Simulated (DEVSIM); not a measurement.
Structure: illuminated GaAs p-on-n cell, one wavelength, at 300 K.

| layer (left to right) | material | thickness (μm) | Nd (cm⁻³) | Na (cm⁻³) | τn (s) | τp (s) | absorption coefficient (cm⁻¹) |
|---|---|---|---|---|---|---|---|
| 1 | GaAs | 0.110 | - | 1.5e18 | 1.4e-10 | 4.3e-11 | 21000 |
| 2 | GaAs | 3.10 | 9.7e15 | - | 1e-9 | 1e-9 | 21000 |

Left contact: ohmic, minority electron recombination velocity 100 cm/s. Right contact: ohmic, minority hole recombination velocity 9000 cm/s. Voltage is applied to the left contact. Recombination: SRH at mid-gap, radiative, Auger. Light enters at the left, 1.2e17 photons cm⁻² s⁻¹, one pass, no reflection. Mobility is constant in doping.

The device is made up for the run: typed textbook-type constants, with dimensions and the other settings drawn at random. Values at 300 K.

| parameter | GaAs |
|---|---|
| gap (eV) | 1.424 |
| affinity (eV) | 4.07 |
| permittivity | 12.9 |
| Nc (cm⁻³) | 4.7e17 |
| Nv (cm⁻³) | 9e18 |
| μn (cm²/Vs) | 8500 |
| μp (cm²/Vs) | 400 |
| B (cm³/s) | 2e-10 |
| Cn (cm⁶/s) | 1e-30 |
| Cp (cm⁶/s) | 1e-30 |

Model (solved in DEVSIM): 1D drift-diffusion, Boltzmann statistics, complete ionisation; no tunnelling, impact ionisation, image-force lowering or self-heating.

The minority lifetime in layer 2 was swept, all else fixed.

```json
[
 {"minority lifetime in layer 2 (s)": "3e-11", "short-circuit current (mA/cm²)": "14.1", "dark forward voltage at 100 A/cm² (V)": "1.116", "open-circuit voltage (V)": "0.761", "share of generated pairs collected at short circuit": "0.732"},
 {"minority lifetime in layer 2 (s)": "1e-10", "short-circuit current (mA/cm²)": "15.2", "dark forward voltage at 100 A/cm² (V)": "1.124", "open-circuit voltage (V)": "0.795", "share of generated pairs collected at short circuit": "0.790"},
 {"minority lifetime in layer 2 (s)": "3e-10", "short-circuit current (mA/cm²)": "16.2", "dark forward voltage at 100 A/cm² (V)": "1.134", "open-circuit voltage (V)": "0.826", "share of generated pairs collected at short circuit": "0.842"},
 {"minority lifetime in layer 2 (s)": "1e-9", "short-circuit current (mA/cm²)": "___", "dark forward voltage at 100 A/cm² (V)": "___", "open-circuit voltage (V)": "___", "share of generated pairs collected at short circuit": "___"},
 {"minority lifetime in layer 2 (s)": "3e-9", "short-circuit current (mA/cm²)": "18.0", "dark forward voltage at 100 A/cm² (V)": "1.167", "open-circuit voltage (V)": "0.886", "share of generated pairs collected at short circuit": "0.935"},
 {"minority lifetime in layer 2 (s)": "1e-8", "short-circuit current (mA/cm²)": "18.5", "dark forward voltage at 100 A/cm² (V)": "1.189", "open-circuit voltage (V)": "0.914", "share of generated pairs collected at short circuit": "0.966"},
 {"minority lifetime in layer 2 (s)": "3e-8", "short-circuit current (mA/cm²)": "18.8", "dark forward voltage at 100 A/cm² (V)": "1.201", "open-circuit voltage (V)": "0.937", "share of generated pairs collected at short circuit": "0.979"}
]
```

Complete the blanks.


- 1e-9, short-circuit current (mA/cm²): 17.2
- 1e-9, dark forward voltage at 100 A/cm² (V): 1.148
- 1e-9, open-circuit voltage (V): 0.858
- 1e-9, share of generated pairs collected at short circuit: 0.894
